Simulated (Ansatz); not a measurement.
The parent structure is SrTiO3 in the cubic perovskite structure (space group Pm-3m, No. 221; a = 3.891 Å).

The change: cell and atoms relaxed at a pressure of 50 GPa.

Levels (all Ansatz, an electronic-structure program, PAW): PBEsol (420 eV, no spin-orbit coupling); r2SCAN (500 eV, scalar-relativistic without spin-orbit coupling); HSE06 (420 eV, without spin-orbit coupling).

One geometry, relaxed with PBEsol, under each level:

```csv
level,band gap,lowest conduction level above the VBM at special points,pressure
PBEsol,2.13 eV,Γ 2.13 eV; X 2.42 eV; M 4.90 eV; R 5.83 eV,50.00 GPa
r2SCAN,___,___,___
HSE06,3.76 eV,Γ 3.76 eV; X 4.07 eV; M 6.74 eV,–
```

Question: Give the withheld r2SCAN results.

Answer: 
- r2SCAN, band gap: 2.66 eV
- r2SCAN, lowest conduction level above the VBM at special points: Γ 2.66 eV; X 2.92 eV; M 5.33 eV; R 6.28 eV
- r2SCAN, pressure: 55.65 GPa

Single points use the geometry relaxed with PBEsol. Their cutoffs differ, which shifts pressures a little. HSE06 was sampled on its mesh, a few special points and the semilocal edge points, so its gap is an upper bound. Load acts through the strain it causes; cell and atoms are relaxed under it. Whether these cells are dynamically stable was not tested. Competing high-pressure phases were not computed. All final runs are without spin polarisation. Many cubic perovskites are stable only at high temperature; tilts and polar distortions were not tested.
